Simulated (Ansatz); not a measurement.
The reference is ZrIr3 in the Cu3Au type structure (space group Pm-3m, No. 221; a = 3.9331 Å).

Levels (all Ansatz, a program for electronic structure, PAW): PBEsol (420 eV, spin-orbit coupling left out); PBEsol+SOC (420 eV, with spin-orbit coupling).

The geometry is relaxed with PBEsol.

| Property | Value |
|---|---|
| PBEsol pressure | 0.0 GPa |

With PBEsol+SOC at the same geometry, the pressure goes from zero to 0.2 GPa.

Single points use the geometry relaxed with PBEsol. The spin-orbit shifts are approximate. Whether these cells are dynamically stable was not tested. The runs without spin-orbit coupling are not spin-polarised.
